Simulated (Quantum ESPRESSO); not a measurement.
## What a tighter setting buys: ecutwfc, Mg9Sn5 (R3, 28 atoms in the cell)

Cell: a = 8.8884 Å, b = 8.8884 Å, c = 8.8884 Å, α = 96.88°, β = 96.88°, γ = 96.88°.

Level of theory: PBEsol, GBRV 1.5 ultrasoft (PBESOL) pseudopotentials (plane waves; Quantum ESPRESSO).

Base settings: ecutwfc = 40 Ry; ecutrho = 200 Ry; occupations = smearing; smearing = fd; degauss = 0.0073499 Ry; potentials = {Mg: mg_pbesol_v1.4.uspp.F.UPF, Sn: sn_pbesol_v1.4.uspp.F.UPF}; K_POINTS = automatic 2 2 2 1 1 1; conv_thr = 1e-11 Ry; mixing_beta = 0.3.

Misses are taken against the tightest run, 40 Ry, which need not be fully converged itself. The energy is the free energy per atom.

The count of work is k-points × plane waves × bands × iterations; it is no time, and leaves out set-up, grids and terms that scale otherwise. Core times come from one kind of shared machine and are given to one figure; runs under 30 s give none.

The starting cell comes from a database of computed structures (which also holds hypothetical and non-ambient phases and stackings), without a prior relaxation at this level.

| ecutwfc | energy less reference (meV/atom) | pressure less reference (GPa) | largest difference in the force on any atom (eV/Å) | count of work / reference | core time / reference (rough) |
|---|---|---|---|---|---|
| 16 Ry (ecutrho: 200 Ry → 80 Ry) | 16473.15 | -356.51 | 0.250 | 0.32 | 0.1 |
| 20 Ry (ecutrho: 200 Ry → 100 Ry) | 4907.46 | -125.33 | 0.148 | 0.38 | 0.2 |
| 24 Ry (ecutrho: 200 Ry → 120 Ry) | 1530.06 | -48.04 | 0.014 | 0.49 | 0.2 |
| 28 Ry (ecutrho: 200 Ry → 140 Ry) | 424.97 | -18.38 | 0.002 | 0.62 | 0.2 |
| 32 Ry (ecutrho: 200 Ry → 160 Ry) | 82.23 | -5.70 | 0.001 | 0.71 | 0.5 |
| 36 Ry (ecutrho: 200 Ry → 180 Ry) | 5.32 | -0.80 | 0.000 | 0.91 | 0.9 |
| 40 Ry | 0.00 | 0.00 | 0.000 | 1.0 | 1 |

The last two settings still differ by 5.3 meV/atom, so the table cannot show that the reference is converged.

Coarsest setting among those run that, with all tighter ones, holds the energy within 20 meV/atom of the reference: 36 Ry (ecutrho: 200 Ry → 180 Ry), off by 5.3 meV/atom; its saving against the reference is no more than about a factor of 2 in the count of work.

The step from 16 Ry (ecutrho: 200 Ry → 80 Ry) to 32 Ry (ecutrho: 200 Ry → 160 Ry): it takes the miss in the energy from 16000 to 82 meV/atom, for 2.3 times the count of work and roughly 4 times the time.
